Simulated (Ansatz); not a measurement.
## A computed series for Rh: response to strain

Consider Rh in the fcc (Cu type) structure (space group Fm-3m, No. 225; a = 3.782 Å; relaxed with 0.1 eV smearing). Axes: x, y, z lie along the cube axes.

Strains are applied to the cell and any free atomic positions relax; under stress the whole cell relaxes.

Calculations: PBEsol (Ansatz, a program for electronic structure; PAW; 420 eV plane waves; scalar-relativistic without spin-orbit coupling).

Notes on the quantities. energy relative to the base: free energy F.

```tsv
case	volume per atom	energy relative to the base	space group
base	13.52 Å³	0 meV/atom	Fm-3m (No. 225)
isotropic strain −2.08 %	12.69 Å³	+53 meV/atom	Fm-3m (No. 225)
uniaxial strain ε_zz = +2.20 %	13.82 Å³	+9.1 meV/atom	I4/mmm (No. 139)
uniaxial stress, 0.5 GPa compression along z	13.51 Å³	0.0 meV/atom	I4/mmm (No. 139)
```

Beyond what the load breaks, stability against distortions was not tested. The final runs are not spin-polarised. Rh lies near a magnetic instability that expansion can trigger; it was not tested.
